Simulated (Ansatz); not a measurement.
The starting structures come from a database of crystals and need not be the phases stable at ambient conditions.

 Where the default PAW files enter, the runs use the earlier of Ansatz's two default sets.

Given:

```
Cs2ZrF6
1.0
    6.38815     0.00000     0.00000
   -3.19408     5.53230     0.00000
    0.00000     0.00000     4.96062
Cs Zr F
2 1 6
Direct
  0.66667   0.33333   0.30316
  0.33333   0.66667   0.69684
  0.00000   0.00000   0.00000
  0.84717   0.69434   0.77692
  0.15283   0.30566   0.22308
  0.30566   0.15283   0.77692
  0.69434   0.84717   0.22308
  0.84717   0.15283   0.77692
  0.15283   0.84717   0.22308
```

Space group of this cell: P-3m1. The cell is taken as given.

Transport runs along the normal of the first two printed cell vectors, the (001) plane of the conventional cell.

The gap is the functional's own, uncorrected, and κ follows it; spin-orbit coupling is left out. Mid-gap values are interpolated between the computed energies.

Estimate the band gap and the smallest decay constant κ at mid-gap that r2SCAN (Ansatz, a first-principles code) returns for this system.

Gap 7.67 eV on a 6×6×6 mesh; κ = 0.566 1/Å, at the zone centre.
